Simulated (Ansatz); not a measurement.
Effect of S → Os on CdS

Start from CdS in the zinc blende structure (space group F-43m, No. 216; a = 5.927 Å).

One thing is altered: Os takes the place of S on all its sites; the structure is relaxed again.

Calculations: PBE in Ansatz (plane waves to 420 eV, PAW, spin-orbit coupling left out), earlier PAW set. k-mesh 13×13×13 (Γ-centred); smearing 0.05 eV (Fermi–Dirac), for the changed cell.

| quantity | base | changed | shift |
|---|---|---|---|
| volume per atom | 26.03 Å³ | 27.42 Å³ | +1.39 Å³ |
| lattice parameter a | 11.201 bohr | 11.397 bohr | +0.196 bohr |
| space group | F-43m (No. 216) | F-43m (No. 216) | – |
| shortest interatomic distance | 4.850 bohr | 4.935 bohr | +0.085 bohr |
| band gap | 1.04 eV | zero | – |

Final structure:

```
CELL_PARAMETERS angstrom
      0.00000     3.01540     3.01540
      3.01540     0.00000     3.01540
      3.01540     3.01540     0.00000
ATOMIC_POSITIONS crystal
  Os 0.75000 0.75000 0.75000
  Cd 0.00000 0.00000 0.00000
```

Cost of the whole job for the changed cell (relaxation, final SCF and bands): around 70 core-seconds (rough).

With Os present, leaving out spin-orbit coupling can change the band edges. Stability against distortions was not tested. As relaxed here, CdOs is a hypothetical phase, not in the database extracts checked. The final runs are not spin-polarised. CdOs has a high density of states at the Fermi level and may be magnetic at this level.

Ansatz is a program for electronic structure.
